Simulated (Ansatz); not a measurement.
**Antifluorite Be2C**

Method: rVV10 in Ansatz (plane waves, PAW).

Run with plane-wave cutoff 500 eV, 12×12×12 k mesh, gaussian smearing 0.02 eV, scalar-relativistic PAW data made under PBE.

Cell: relaxed at this level.

```json
{
 "volume_per_atom": "6.77 Å³/atom",
 "lattice_constant_a": "4.331 Å",
 "band_gap": "1.39 eV (on the SCF k mesh)"
}
```

Measured, for comparison: equilibrium volume per atom 6.81 Å³/atom, lattice constant a 4.34 ± 0.002 Å (temperature not stated, not corrected to a static lattice; as tabulated in Freccero, Grin, Wagner, Dalton Trans. (2023), ESI). Computed (rounded) less measured: equilibrium volume per atom -0.6 %, lattice constant a -0.2 %. A static lattice is as a rule a little smaller and stiffer than an uncorrected measurement, which narrows the difference in the equilibrium volume per atom and would widen misses of the other sign.

Cost on a shared machine: around 9 core-seconds (rough).

Ansatz is a quantum-chemistry and plane-wave program.
